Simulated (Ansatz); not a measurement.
# Response to strain in ZnSe

Consider ZnSe in the zinc blende structure (space group F-43m, No. 216).

```
ZnSe
1.0
    0.00000     2.83278     2.83278
    2.83278     0.00000     2.83278
    2.83278     2.83278     0.00000
Zn Se
1 1
Direct
  0.00000   0.00000   0.00000
  0.25000   0.25000   0.25000
```

Cartesian axes are those of the cell as printed.

Strains are applied to the cell and any free atomic positions relax.

Computed with r2SCAN (Ansatz, a quantum-chemistry and plane-wave program, PAW, no SOC).

Notes on the quantities. energy relative to the base: free energy F; pressure: mean of the normal stresses, compression positive.

| variant | energy relative to the base | pressure | band gap |
|---|---|---|---|
| base | 0 meV/atom | -0.01 GPa | 1.87 eV |
| tensor shear ε_xy = +0.86 % | (withheld) | 0.00 GPa | (withheld) |
| tensor shear ε_xy = +0.57 % | +0.4 meV/atom | 0.00 GPa | 1.83 eV |
| tensor shear ε_xy = +0.29 % | +0.1 meV/atom | -0.01 GPa | 1.85 eV |
| tensor shear ε_xy = +1.71 % | +3.4 meV/atom | 0.01 GPa | 1.75 eV |
| tensor shear ε_xy = +1.43 % | +2.4 meV/atom | 0.00 GPa | 1.77 eV |
| tensor shear ε_xy = +2.00 % | +4.7 meV/atom | 0.01 GPa | 1.73 eV |
| tensor shear ε_xy = +1.14 % | +1.5 meV/atom | 0.00 GPa | 1.79 eV |

**Question.** Some entries are withheld; estimate them.

**Answer.** 
- tensor shear ε_xy = +0.86 %, energy relative to the base: +0.9 meV/atom
- tensor shear ε_xy = +0.86 %, band gap: 1.81 eV

No phonon test of stability was made.
